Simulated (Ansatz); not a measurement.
System: interstitial Zn in alpha quartz (charge state +2). The step: Zn moves alone to another site; the atom moves 1.83 Å along (0.03, 0.02, 0.33) of the unit cell; the moving atom starts with neighbours 2 O at 1.99, 2 O at 2.01 Å and ends with 2 O at 1.99, 2 O at 2.01 Å. DFT values are from Ansatz (plane-wave PAW, 420 eV unless said) in a cell of 72 host sites, spin-restricted, static, with no finite-size correction. The charge state is imposed; whether it is stable for some Fermi level was not computed. Sites that were not tried may lie lower. For the PBE band: the saddle point's order was not checked, and it lies on a symmetry element of the cell, where a band can be held.

```json
[
 {"Level": "CHGNet universal potential (has no charge state), its own band", "Forward barrier (eV)": "0.15", "Cost of the band or of the saddle's single point": "-"},
 {"Level": "PBE, the Γ point alone, band relaxed", "Forward barrier (eV)": "0.12", "Cost of the band or of the saddle's single point": "about 20 core-minutes (a rough figure)"},
 {"Level": "PBE, a 2×2×2 k-point mesh shifted by half a step along c, same geometries", "Forward barrier (eV)": "0.12", "Cost of the band or of the saddle's single point": "very roughly 3 core-minutes"},
 {"Level": "r2SCAN at 500 eV, the Γ point alone, same geometries", "Forward barrier (eV)": "0.12", "Cost of the band or of the saddle's single point": "roughly 90 core-seconds"}
]
```

Ansatz is a first-principles code.
